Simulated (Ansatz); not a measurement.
# Ti3Al: pressure 30 GPa

The parent structure is Ti₃Al (space group P6_3/mmc, No. 194; a = 5.7553 Å, c = 4.6546 Å).

Modification: a hydrostatic pressure of 30 GPa.

Calculations: PBE, PAW, 420 eV (Ansatz, a program for electronic structure; no spin-orbit coupling), earlier PAW set. Γ-centred 10×10×10 mesh, Fermi–Dirac width 0.05 eV.

| quantity | base | changed | shift |
|---|---|---|---|
| volume per atom | 16.69 Å³ | 13.85 Å³ | -2.84 Å³ |
| lattice parameter a | 5.755 Å | 5.393 Å | -0.3627 Å |
| c/a ratio | 0.809 | 0.816 | +0.007 |
| shortest interatomic distance | 2.824 Å | 2.644 Å | -0.180 Å |
| enthalpy H = E + PV relative to the base's energy | – | +2.82 eV/atom | – |
| band gap | zero | zero | – |

Load acts through the strain it causes; cell and atoms are relaxed under it. Stability against distortions was not tested. No other phases were tried under pressure. All final runs are without spin polarisation.
